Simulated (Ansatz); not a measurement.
```
Ta
1.0
   -1.62703     1.62703     1.67584
    1.62703    -1.62703     1.67584
    1.62703     1.62703    -1.67584
Ta
1
Cartesian
  0.00000   0.00000   0.00000
```

No spin polarisation.

All numbers come from Ansatz (a program for electronic structure) LDA, no SOC. Γ-centred 28×28×28 mesh, Fermi–Dirac width 0.1 eV.

**Question.** Predict the pressure and band gap.

**Answer.** The pressure (mean of the normal stresses, compression positive) is -6.0 GPa and the band gap is zero.

The cells carry an imposed strain or load. Whether these cells are dynamically stable was not tested. The final runs are not spin-polarised. The cell was made from Ta in the bcc (W type) structure (space group Im-3m, No. 229) by this change: uniaxial strain ε_zz = +3.00 %.
